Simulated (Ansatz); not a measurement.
N interstitial started as a split pair with N in wurtzite AlN (the name describes the start): one set of geometries, relaxed with PBE, evaluated in Ansatz (PAW, plane waves to 420 eV, 500 eV under r2SCAN) with PBE, r2SCAN.

Set-up: 192-site cell; 2×2×1 shifted k-points; start: split with N; charged states image-corrected; energies good to tenths of an eV; flagged in the runs: a host whose relaxation on this sampling wasn't shown to rest, a strain field that reaches the edge of the cell.

| quantity | PBE | r2SCAN |
|---|---|---|
| host gap (eV) | 4.03 | ___ |
| ε(+1/0) above the VBM (eV) | 1.55 | ___ |
| ε(0/−1) above the VBM (eV) | 1.71 | ___ |
| largest moment on one atom at charge +1 (μB) | 0.35 | ___ |
| neutral formation energy against N2 molecule in a box (eV) | 4.86 | ___ |
| largest moment on one atom at charge 0 (μB) | 0.28 | ___ |

Problem. Given the lower rungs, what does r2SCAN give?

Solution. 
- host gap (eV), r2SCAN: 4.67
- ε(+1/0) above the VBM (eV), r2SCAN: 1.84
- ε(0/−1) above the VBM (eV), r2SCAN: 2.00
- largest moment on one atom at charge +1 (μB), r2SCAN: 0.39
- neutral formation energy against N2 molecule in a box (eV), r2SCAN: 4.67
- largest moment on one atom at charge 0 (μB), r2SCAN: 0.32

Ansatz is a first-principles code.
